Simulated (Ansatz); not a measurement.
# Pressure series in LaN

Take LaN (space group P4/nmm, No. 129; a = 3.705 Å, c = 5.272 Å; a model cell, its experimental status unchecked) as the base.

Cell and atoms are relaxed at each pressure.

The values are results of Ansatz (an electronic-structure program) PBEsol, no spin-orbit coupling, not measurements.

| P (GPa) | V (Å³/atom) |
|---|---|
| -2.00 | 18.395 |
| -1.00 | 18.241 |
| 0.30 | 18.052 |
| 0.69 | 17.996 |
| 1.50 | 17.885 |
| 3.00 | 17.686 |
| 4.98 | 17.434 |
| 7.51 | 17.134 |
| 10.00 | 16.857 |

### Question
Fit a third-order Birch–Murnaghan equation of state.

### Answer
Least squares on P(V) = (3B₀/2)[(V₀/V)^(7/3) − (V₀/V)^(5/3)]·[1 + (3/4)(B₀′ − 4)((V₀/V)^(2/3) − 1)] gives V₀ = 18.10 Å³/atom, B₀ = 126 GPa and B₀′ = 3.2.

Load acts through the strain it causes; cell and atoms are relaxed under it. Whether these cells are dynamically stable was not tested. Competing high-pressure phases were not computed. The base started in Pnma and relaxed to P4/nmm at this level. The final runs are not spin-polarised.
